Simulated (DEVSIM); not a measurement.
Structure: Ru/AlN/n-Ge capacitor, at 300 K.

```csv
layer (left to right),material,thickness (nm),Nd (cm⁻³)
1,AlN,14.0,-
2,Ge,16000,1.4e15
```

Metal gate on the left, work function 4.7 eV. Fixed charge at the semiconductor interface 3e11 cm⁻² (in units of +e); no interface traps.

The device is made up for the run: typed textbook-type constants, with dimensions and the other settings drawn at random. Values at 300 K.

| parameter | AlN | Ge |
|---|---|---|
| gap (eV) | 6.1 | 0.664 |
| affinity (eV) | 1.9 | 4 |
| permittivity | 8.5 | 16 |
| Nc (cm⁻³) | - | 1.04e19 |
| Nv (cm⁻³) | - | 6e18 |

Model (solved in DEVSIM): 1D Poisson equation in equilibrium, Boltzmann statistics, complete ionisation; no quantum confinement or tunnelling. Metal contacts follow the ideal Schottky-Mott rule: no Fermi-level pinning, no interface dipoles.

The AlN thickness was swept, all else fixed.

| AlN thickness (μm) | flat-band voltage (V) | capacitance of the dielectric stack (μF/cm²) | minimum of the low-frequency capacitance (μF/cm²) | threshold voltage (band bending 2φF) (V) |
|---|---|---|---|---|
| 0.0056 | 0.43 | 1.34 | 0.0373 | 0.21 |
| 0.0077 | 0.42 | 0.977 | 0.0363 | 0.19 |
| 0.0098 | 0.41 | 0.768 | 0.0365 | 0.17 |
| 0.012 | 0.39 | 0.627 | 0.0362 | 0.16 |
| 0.014 | 0.38 | 0.538 | 0.0352 | 0.14 |
| 0.017 | 0.36 | 0.443 | 0.0356 | 0.12 |

From the first row to the last the flat-band voltage goes from 0.43 to 0.36. From the first row to the last the capacitance of the dielectric stack goes from 1.34 to 0.443.
